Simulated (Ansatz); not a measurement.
## Harmonic thermodynamics of zinc blende GaP

Per mole of formula units at the relaxed static volume; finite displacements on a 6×6×6 mesh, PBEsol density-functional theory in Ansatz (plane waves, PAW), k mesh 6×6×6; sums on an interpolated 12×12×12 mesh. Dynamical quadrupoles are not included in the interpolation of the phonons between the solved wave vectors. Zero-point energy 8.82 kJ/mol.

```json
[
 {"T (K)": "100", "F_vib (kJ/mol)": "8.28", "S (J/mol/K)": "15.2", "C_V (J/mol/K)": "22.2"},
 {"T (K)": "150", "F_vib (kJ/mol)": "7.24", "S (J/mol/K)": "26.1", "C_V (J/mol/K)": "31.7"},
 {"T (K)": "200", "F_vib (kJ/mol)": "___", "S (J/mol/K)": "___", "C_V (J/mol/K)": "___"},
 {"T (K)": "250", "F_vib (kJ/mol)": "3.65", "S (J/mol/K)": "44.9", "C_V (J/mol/K)": "41.3"},
 {"T (K)": "300", "F_vib (kJ/mol)": "1.21", "S (J/mol/K)": "52.7", "C_V (J/mol/K)": "43.6"},
 {"T (K)": "400", "F_vib (kJ/mol)": "-4.73", "S (J/mol/K)": "65.6", "C_V (J/mol/K)": "46.1"},
 {"T (K)": "600", "F_vib (kJ/mol)": "-19.88", "S (J/mol/K)": "84.8", "C_V (J/mol/K)": "48.1"},
 {"T (K)": "800", "F_vib (kJ/mol)": "-38.30", "S (J/mol/K)": "98.7", "C_V (J/mol/K)": "48.9"},
 {"T (K)": "1000", "F_vib (kJ/mol)": "-59.18", "S (J/mol/K)": "109.7", "C_V (J/mol/K)": "49.2"}
]
```

Question: Complete the blanks.

Answer: 
- 200, F_vib (kJ/mol): 5.68
- 200, S (J/mol/K): 36.1
- 200, C_V (J/mol/K): 37.7

The crystal is held in this phase throughout; melting and phase transitions are not modelled.

The PAW data sets were generated under PBE and serve the other functionals too.

Ansatz is an electronic-structure program.
